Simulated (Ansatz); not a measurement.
## TiO2, pressure series

The parent structure is TiO2 in the anatase structure (space group I4_1/amd, No. 141).

```cif
data_O4Ti2
_chemical_formula_sum 'Ti2 O4'
_space_group_name_H-M_alt 'P 1'
_space_group_IT_number 1
_cell_length_a 5.54449
_cell_length_b 5.54449
_cell_length_c 5.54449
_cell_angle_alpha 139.932
_cell_angle_beta 139.932
_cell_angle_gamma 57.956
loop_
_space_group_symop_operation_xyz
  'x, y, z'
loop_
_atom_site_label
_atom_site_type_symbol
_atom_site_fract_x
_atom_site_fract_y
_atom_site_fract_z
_atom_site_occupancy
Ti1 Ti 0.75000 0.25000 0.50000 1
Ti2 Ti 0.00000 0.00000 0.00000 1
O1 O 0.54355 0.04355 0.50000 1
O2 O 0.79355 0.79355 0.00000 1
O3 O 0.20645 0.20645 0.00000 1
O4 O 0.95645 0.45645 0.50000 1
```

Cell and atoms are relaxed at each pressure.

Method: PBE (Ansatz, a program for electronic structure), spin-orbit coupling left out.

Candidates:
(a) pressure 0.9 GPa
(b) pressure −2 GPa
(c) pressure 30 GPa

Base values:

| Item | Result |
|---|---|
| Smallest direct gap | 2.43 eV |

**Question.** Order them by smallest direct gap, lowest first.

**Answer.** (b) pressure −2 GPa (2.41 eV), (a) pressure 0.9 GPa (2.44 eV), (c) pressure 30 GPa (2.47 eV)

Load acts through the strain it causes; cell and atoms are relaxed under it. Whether these cells are dynamically stable was not tested. No other phases were tried under pressure. All final runs are without spin polarisation.
